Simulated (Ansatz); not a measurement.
W5Ge3 (I4/mcm, No. 140, 16 atoms in the cell; start mp-1189576): properties by level of theory

```
level (code)           lattice parameter a (Å)  c axis length (Å)  formation enthalpy (eV/atom)
---------------------  -----------------------  -----------------  ----------------------------
LDA (Ansatz)                             9.728                [?]                         0.120
PBE (Ansatz)                             9.877              5.064                         0.198
PBEsol (Ansatz)                          9.787              5.000                         0.128
r²SCAN-D4 (Ansatz)                       9.801              5.001                         0.207
r²SCAN+rVV10 (Ansatz)                    9.798              4.999                         0.201
```

Question: Fill in the missing entries.

Answer: 
- LDA (Ansatz, a program for electronic structure), c axis length (Å): 4.965

Caveats: the relaxation could not lower the start's symmetry, so the cell can be a saddle point above a distorted one (LDA, PBE, PBEsol, r²SCAN-D4, r²SCAN+rVV10). Ansatz's density-functional and Hartree–Fock values are scalar-relativistic unless marked +SOC, with PAW data made under PBE.

Static lattice: no zero-point or thermal effects.

A start named mp-… is a Materials Project structure, which need not be a measured phase.
